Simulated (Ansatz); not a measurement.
A zone-centre phonon calculation of BaCdSbF (P4/nmm, 8 atoms in the cell) with Ansatz (a program for electronic structure).

Computed with LDA (PW92), default PAW files made with PBE (plane waves; Ansatz).

```yaml
crystal:
  lattice:
    - [4.60947, 0.00000, 0.00000]
    - [0.00000, 4.60947, 0.00000]
    - [0.00000, 0.00000, 9.75733]
  atoms:
    - { symbol: Ba, position: [0.00000, 0.50000, 0.64049] }
    - { symbol: Ba, position: [0.50000, 0.00000, 0.35951] }
    - { symbol: Cd, position: [0.50000, 0.50000, 0.00000] }
    - { symbol: Cd, position: [0.00000, 0.00000, 0.00000] }
    - { symbol: Sb, position: [0.00000, 0.50000, 0.18461] }
    - { symbol: Sb, position: [0.50000, 0.00000, 0.81539] }
    - { symbol: F, position: [0.50000, 0.50000, 0.50000] }
    - { symbol: F, position: [0.00000, 0.00000, 0.50000] }
```

Reference input (self-consistent single point, DFT, LDA (PW92), plane waves, default PAW files made with PBE): basis.ecutwfc = 420 eV; kpoints.mp_grid.grid = 6 6 3; hamiltonian.xc = lda; hamiltonian.pseudopotentials = {kind: paw} (the program's default PAW files); scf.occupations.method = fermi_dirac; scf.occupations.width = 0.02 eV. This run's input differs from it in these lines:

Ansatz 0.2 input:
```diff
@@ -18,3 +18,3 @@
 kpoints:
-  mp_grid: { grid: [6, 6, 3] }
+  mp_grid: { grid: [2, 2, 1] }
 hamiltonian:
@@ -23,7 +23,7 @@
 scf:
-  occupations: { method: fermi_dirac, width: 0.02 }
-output:
-  forces: true
-  eigenvalues: true
-  stress: true
+  occupations: { method: fixed }
+phonons:
+  method: dfpt
+  dielectric: true
+  rigid_motions: translations
```

Output, abridged:

```
SCF iter   1: F=—  HF=-42062.021280 eV  |F-HF|=—  |Δ(HF+E_count)|=         —  Δρ=1.11e-2  dr2=2.29e-1  ethr=1.77e-3  ⟨swp⟩=4.8  Hψ=802  notcnv=0  defer=34
all-band conjugate gradients solve this SCF's bands
preconditioner: auto → Resta (q_TF=auto, 2.432 Å⁻¹)
SCF iter   2: F=—  HF=-42061.959590 eV  |F-HF|=—  |Δ(HF+E_count)|=   6.17e-2  Δρ=3.87e-3  dr2=1.88e-2  ethr=2.20e-4  ⟨swp⟩=2.0  Hψ=508  notcnv=0  defer=36
   [... lines left out ...]
SCF iter  97: F=—  HF=-42061.954849 eV  |F-HF|=—  |Δ(HF+E_count)|=   1.58e-4  Δρ=4.53e-4  dr2=1.38e-3  ethr=1.14e-6  ⟨swp⟩=1.5  Hψ=234  notcnv=0  defer=23
SCF iter  98: F=—  HF=-42061.954960 eV  |F-HF|=—  |Δ(HF+E_count)|=   1.11e-4  Δρ=4.33e-4  dr2=1.27e-3  ethr=1.14e-6  ⟨swp⟩=14.2  Hψ=1644  notcnv=0
SCF iter  99: F=—  HF=-42061.954961 eV  |F-HF|=—  |Δ(HF+E_count)|=   7.96e-7  Δρ=4.33e-4  dr2=1.27e-3  ethr=1.14e-6  ⟨swp⟩=1.0  Hψ=497  notcnv=0
SCF iter 100: F=—  HF=-42061.954957 eV  |F-HF|=—  |Δ(HF+E_count)|=   3.56e-6  Δρ=4.31e-4  dr2=1.26e-3  ethr=1.14e-6  ⟨swp⟩=1.8  Hψ=727  notcnv=0
Error: did not converge after 100 iterations: dr2 = 1.26e-3 (threshold 1.00e-10), under the density mixer `msr1`, which `scf.mixing.algorithm: auto` chose by the deck's other keys (type `scf.mixing.algorithm: msr1` to keep it); at k-index 0, counted from 0 in this SCF's own list of k-points, the highest band that the last eigensolve's fill by count filled, 9.645019 eV, and the lowest that it left empty, 9.645513 eV, lay 4.935e-4 eV apart, the closest at any k-point: where those lie closer than the levels still move from one iteration to the next, and no symmetry of the run holds them equal, such a fill need not settle, and opposed starting moments at zero total moment, or else a [...]
```

The run ended unconverged in one of its stages. 

The starting cell comes from a database of computed structures (which also holds hypothetical and non-ambient phases and stackings), without a prior relaxation at this level. Its lattice was rescaled by up to half a per cent.
